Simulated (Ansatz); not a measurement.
We consider zinc-blende TlBr (model structure), described by PBEsol in Ansatz (PAW).

Settings: plane-wave cutoff 500 eV, 10×10×10 k mesh, Fermi–Dirac smearing 0.05 eV, scalar-relativistic PAW data made under PBE.

Cell (relaxed at this level):

TlBr is taken in the cubic space group F-43m (No. 216), the zinc blende structure, Pearson symbol cF8. Conventional cell: a = b = c = 7.3137 Å, α = β = γ = 90.00°. Tl on 4a sees 4 Br at 3.167 Å (tetrahedral). Br on 4d sees 4 Tl at 3.167 Å (tetrahedral). (Neighbours: up to the widest gap in distance over summed covalent radii, below 1.35, at either atom; cation-cation and far metal-metal contacts left out.)
(The calculation used a cell of 2 atoms; values per cell refer to that cell.)

### Question
Predict the band gap.

### Answer

- band gap: 2.78 eV (on the SCF k mesh)

Note: the relaxation could raise the start's symmetry but not lower it, so the cell can be a saddle point.

Spin–orbit coupling is not included; with these elements it can move the gap by several tenths of an eV or more.

Static lattice: no zero-point or thermal effects.

The result took around 40 core-seconds (rough).

A model structure was made by putting elements into a prototype or built by hand; it is no filed structure, need not be a known phase, and can be a saddle point held by its symmetry.

Ansatz is a program for electronic structure.
